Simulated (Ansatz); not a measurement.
## Ge, element substitutions

Base system: Ge in the diamond structure (space group Fd-3m, No. 227; a = 5.674 Å).

Each row replaces one element on all its sites; cell and atoms are relaxed.

Method: Ansatz (a quantum-chemistry and plane-wave program), r2SCAN, PAW, cutoff 500 eV, spin-orbit coupling left out.

Candidates:
(a) Ge → Zn
(b) Ge → C
(c) Ge → Si
(d) Ge → Cd

Base values:

| Quantity | Value |
|---|---|
| Lattice parameter a | 567.4 pm |

### Question
Order them by lattice parameter a, highest first.

### Answer
(d) Ge → Cd (651.9 pm), (a) Ge → Zn (568.8 pm), (c) Ge → Si (544.4 pm), (b) Ge → C (356.0 pm)

No phonon test of stability was made. As relaxed here, Zn and Cd are hypothetical phases, not in the database extracts checked.
